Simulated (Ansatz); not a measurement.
Consider a periodic stack without vacuum, fluorite-type CoSi2 (0 0 1) on silicon (0 0 1) (film strained to the substrate, faces as cut): substrate slab Si12, film Co4Si8, surface cells [[1, 0], [1, 1]] and [[1, 0], [1, 1]], film strained by +2.1 and +2.1 %, faces Si/Si and Si/Co as cut (like faces can put a slab off its formula). Its start:

```xyz
24
Lattice="3.8679 0.0000 0.0503 0.0000 3.8679 0.0000 1.0234 1.9339 28.2461" Properties=species:S:1:pos:R:3 pbc="T T T"
Si     4.1398     3.8679     2.2937
Si     2.2168     3.8679     0.9409
Si     2.1722     1.9339     4.9785
Si     4.1269     1.9339     3.6400
Si     4.0636     3.8679     7.7224
Si     2.1507     3.8679     6.3359
Si     2.0875     1.9339    10.4231
Si     4.0422     1.9339     9.0873
Si     3.9697     3.8679    13.1771
Si     2.0590     3.8679    11.7804
Si     2.0097     1.9339    15.8171
Si     3.9533     1.9339    14.5467
Co     3.8231     1.9339    22.0752
Co     2.0105     3.8679    19.3701
Co     3.6079     1.9339    27.1304
Co     1.8507     3.8679    24.6346
Si     1.8832     1.9339    20.7909
Si     3.8068     3.8679    20.8320
Si     3.9493     3.8679    18.2971
Si     1.6639     1.9339    18.0938
Si     1.7166     1.9339    26.0534
Si     3.7463     3.8679    26.0632
Si     3.8021     3.8679    23.4450
Si     1.8661     1.9339    23.4189
```

The start was prepared with a machine-learned potential, and the result is one local minimum, with the in-plane cell held and forces under 0.04 eV/Å; the film can end far from its bulk form.

The numbers are results of PBE (plane waves to 420 eV, PAW; Ansatz, an electronic-structure program), not measurements. Scalar-relativistic, without spin–orbit coupling; the runs are not spin-polarised; PBE gaps are too small against experiment. Its k-point mesh 8×8×1, Fermi–Dirac width 0.05 eV.

Task: Predict the relaxed interface.

Result: interface area: 15.0 Å²
period: 27.03 Å
gaps between the outermost planes at the two interfaces: 1.53 and 1.06 Å
Si–Si contacts across the interfaces within 1.22 times the sum of covalent radii: 5, mean 2.53 Å
Co–Si contacts across the interfaces within 1.22 times the sum of covalent radii: 3, mean 2.27 Å
estimate of the barrier: withheld, since the two interfaces are unlike
